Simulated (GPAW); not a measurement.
# Convergence study of the plane-wave cutoff for Au (Fm-3m, 1 atom in the cell)

```
Au
1.0
    0.00000     2.03388     2.03388
    2.03388     0.00000     2.03388
    2.03388     2.03388     0.00000
Au
1
Cartesian
  0.00000   0.00000   0.00000
```

Method of the run: PBEsol, GPAW PAW datasets PBEsol (made by gpaw-setup) (plane waves; GPAW).

Base settings: mode = pw; ecut = 550 eV; xc = PBEsol; kpts = 7 7 7; mesh shift (steps) = 0 0 0; occupations.name = fermi-dirac; occupations.width = 0.1 eV; nbands = -5; symmetry.symmorphic = false; symmetry.tolerance = 0.0005.

The second cell is the first with its lattice scaled by 0.98.

The mesh stays at the base's, so the ladder's end is converged at best in this setting alone.

Only quantities that move along the ladder and can be compared are tabulated.

The count of work is k-points × plane waves × bands × iterations; it is no time. 

The starting cell has typed, rounded lattice constants, without a prior relaxation at this level. Its lattice was rescaled by up to half a per cent. In the base run, with a pressure of about 5 GPa the cell is away from its equilibrium volume at this level.

Steps (ecut): 190 eV; 220 eV; 250 eV; 275 eV; 300 eV; 330 eV; 385 eV; 440 eV; 495 eV; 550 eV; 605 eV; 660 eV; 740 eV; 825 eV; 960 eV; 1100 eV; 1320 eV.

Q: What is the coarsest ecut that holds the energy of the compressed cell less the first within 2 meV/atom of the last step, with all finer ones?

A: 275 eV, at 0.11 of the last step's count of work; the step before is off by 2.6 meV/atom.

Q: What is the coarsest ecut that holds the free energy within 1 meV/atom of the last step, with all finer ones?

A: 960 eV; the step before is off by 3.6 meV/atom.

Q: What is the coarsest ecut that holds the pressure within 0.5 GPa of the last step, with all finer ones?

A: 550 eV, at 0.29 of the last step's count of work; the step before is off by 0.57 GPa.

| ecut | free energy less the last step's (meV/atom) | energy of the compressed cell less the first (meV/atom) | pressure (GPa) | count of work / last |
|---|---|---|---|---|
| 190 eV | 445.27 | 70.49 | 4.64 | 0.061 |
| 220 eV | 395.87 | 76.25 | 0.12 | 0.088 |
| 250 eV | 263.39 | 68.51 | -2.42 | 0.11 |
| 275 eV | 156.93 | 72.68 | -1.00 | 0.11 |
| 300 eV | 92.54 | 72.12 | 1.58 | 0.14 |
| 330 eV | 63.23 | 71.15 | 3.95 | 0.14 |
| 385 eV | 57.53 | 71.81 | 4.58 | 0.16 |
| 440 eV | 44.09 | 71.13 | 3.84 | 0.19 |
| 495 eV | 27.58 | 71.70 | 4.15 | 0.23 |
| 550 eV | 22.26 | 71.36 | 4.68 | 0.29 |
| 605 eV | 21.78 | 71.31 | 4.68 | 0.31 |
| 660 eV | 19.00 | 71.12 | 4.39 | 0.35 |
| 740 eV | 10.77 | 71.19 | 4.26 | 0.42 |
| 825 eV | 3.61 | 71.27 | 4.45 | 0.49 |
| 960 eV | 0.27 | 71.15 | 4.69 | 0.62 |
| 1100 eV | 0.01 | 71.15 | 4.72 | 0.76 |
| 1320 eV | 0.00 | 71.16 | 4.72 | 1.0 |

The energy difference between the two cells stays within 1 meV/atom of the last step's from 300 eV on, the total only from 960 eV on: much of the error is common to both cells and cancels.

Two neighbours can agree and both be off: 550 eV and 605 eV differ by 0.48 meV/atom in the free energy, yet lie about 22 meV/atom from the last step.
